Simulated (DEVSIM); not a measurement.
Device: Mo/SiO2/p-Si capacitor, at 300 K.

```csv
layer (left to right),material,thickness (nm),Na (cm⁻³)
1,SiO2,47.0,-
2,Si,1700,1.1e17
```

Metal gate on the left, work function 4.6 eV. Fixed charge at the semiconductor interface 0 cm⁻² (in units of +e); no interface traps.

This is a model device: material constants are rounded textbook-type values typed into the input, and sizes, dopings and lifetimes were drawn at random. Values at 300 K.

| parameter | SiO2 | Si |
|---|---|---|
| gap (eV) | 9 | 1.124 |
| affinity (eV) | 0.9 | 4.05 |
| permittivity | 3.9 | 11.7 |
| Nc (cm⁻³) | - | 2.86e19 |
| Nv (cm⁻³) | - | 3.1e19 |

Simulated with DEVSIM: 1D Poisson equation in equilibrium, Boltzmann statistics, complete ionisation; no quantum confinement or tunnelling. Metal contacts follow the ideal Schottky-Mott rule: no Fermi-level pinning, no interface dipoles.

The SiO2 thickness was swept, all else fixed.

```
SiO2 thickness (μm)  capacitance of the dielectric stack (μF/cm²)  minimum of the low-frequency capacitance (μF/cm²)
-------------------  --------------------------------------------  -------------------------------------------------
0.019                                                       0.182                                             0.0723
0.026                                                       0.133                                             0.0619
0.033                                                       0.105                                             0.0554
0.04                                                       0.0863                                             0.0501
0.047                                                      0.0735                                             0.0450
0.056                                                      0.0617                                                  …
```

Question: Complete the blanks.

Answer: 
- 0.056, minimum of the low-frequency capacitance (μF/cm²): 0.0406
